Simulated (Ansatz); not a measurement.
## Ga$_{2}$Pt (space group Fm-3m, No. 225)

```xyz
3
Lattice="0.0000 2.9604 2.9604 2.9604 0.0000 2.9604 2.9604 2.9604 0.0000" Properties=species:S:1:pos:R:3 pbc="T T T"
Ga     4.4407     4.4407     4.4407
Ga     1.4802     1.4802     1.4802
Pt     0.0000     0.0000     0.0000
```

Method: plane-wave PAW DFT at the PBEsol level (Ansatz, a quantum-chemistry and plane-wave program, 420 eV), no spin-orbit coupling. Γ-centred 14×14×14 mesh, Fermi–Dirac width 0.05 eV.

```yaml
volume_per_atom: 17.30 Å³
density: 10.71 g/cm³
band_gap: zero
total_energy: -6623.985 eV/atom (σ→0; compares only within this code and set-up)
```

Stability against distortions was not tested. The final runs are not spin-polarised.
